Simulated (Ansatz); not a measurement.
**CdS in the wurtzite structure (space group P6_3mc, No. 186)**

CdS has the hexagonal space group P6₃mc (No. 186), the wurtzite structure, Pearson symbol hP4. Conventional cell: a = b = 4.164 Å, c = 6.767 Å, α = β = 90.00°, γ = 120.00°. Cd on 2b is surrounded by 4 S at 2.544–2.550 Å (tetrahedral). S on 2b sees 4 Cd at 2.544–2.550 Å (tetrahedral). (Neighbours: up to the widest gap in distance over summed covalent radii, below 1.35, at either atom; cation-cation and far metal-metal contacts left out.)

Calculations: r2SCAN (Ansatz, a program for electronic structure; PAW; 500 eV plane waves; scalar-relativistic without spin-orbit coupling). k-mesh 9×9×5 (Γ-centred); smearing 0.05 eV (Fermi–Dirac).

| Quantity | Value |
|---|---|
| Volume per atom | 25.40 Å³ |
| Density | 4.72 g/cm³ |
| Band gap | 1.63 eV, direct at Γ |
| Electron mass | 0.15 mₑ along c, 0.16 mₑ across |
| Lowest conduction-band minima above the VBM | Γ 1.63 eV |
| Total energy | -4587.808 eV/atom (σ→0; compares only within this code and set-up) |

Effective masses come from finite differences of ±0.01 Å⁻¹. No phonon test of stability was made.
